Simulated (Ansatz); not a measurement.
Be5Au (F-43m, No. 216) was calculated with BLYP in Ansatz (plane waves, PAW).

Settings: plane-wave cutoff 520 eV, 16×16×16 k mesh, Fermi–Dirac smearing 0.05 eV, scalar-relativistic PAW data made under PBE.

Pressure at four volumes; x = ln(V/9.722 Å³). One pressure is withheld.

| V (Å³/atom) | x | P (GPa) |
|---|---|---|
| 9.333 | -0.0408 | 5.81 |
| 9.722 | 0.0000 | 0.00 |
| 9.916 | 0.0198 | -2.50 |
| 10.111 | 0.0392 | ? |

### Question
Pass a parabola P(x) through the three rows shown, estimate the bulk modulus and its pressure derivative near zero pressure, and predict the withheld pressure.

### Answer
Slopes between the rows: (0.00 − (5.81))/(0.0000 − (-0.0408)) = -142.40 and (-2.50 − (0.00))/(0.0198 − (0.0000)) = -126.26 GPa. Their difference over the span 0.0606 is c = 16.14/0.0606 = 266.3 GPa, so P(x) = 5.81 + (-142.40)(x − (-0.0408)) + 266.3 (x − (-0.0408))(x − (0.0000)). At the middle row B = −dP/dx = −[-142.40 + 266.3 × 0.0408] = 131.5 GPa, and B′ = dB/dP = 2c/B = 4.1. At x = 0.0392 the parabola gives -4.75 GPa; the run gives -4.76 GPa. The Birch–Murnaghan fit to the energies at all volumes has B0 = 131 GPa and B′ = 4.0.

Spin–orbit coupling is not included; it can shift volumes and moduli of such heavy elements.

Ansatz is a quantum-chemistry and plane-wave program.
